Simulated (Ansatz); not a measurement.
## RhSi (space group Pnma, No. 62; a cell from a computed database, its experimental status unchecked)

```xyz
8
Lattice="5.5372 0.0000 0.0000 0.0000 3.0610 0.0000 0.0000 0.0000 6.3690" Properties=species:S:1:pos:R:3 pbc="T T T"
Si     1.0245     0.7653     2.8271
Si     4.5127     2.2958     3.5419
Si     1.7441     2.2958     6.0117
Si     3.7931     0.7653     0.3574
Rh     0.0171     0.7653     5.0832
Rh     5.5200     2.2958     1.2858
Rh     2.7515     2.2958     1.8987
Rh     2.7857     0.7653     4.4703
```

The values are results of Ansatz (a quantum-chemistry and plane-wave program), PBEsol, PAW, cutoff 420 eV, spin-orbit coupling left out, not measurements. Settings: 9×15×8 k-points, 0.05 eV Fermi–Dirac smearing.

- Volume per atom = 13.49 Å³
- Density = 8.06 g/cm³
- Band gap = zero
- Total energy = -3481.007 eV/atom (σ→0; compares only within this code and set-up)

No phonon test of stability was made. The final runs are not spin-polarised. A zero or small gap of RhSi can be the functional's error rather than a property of the material.
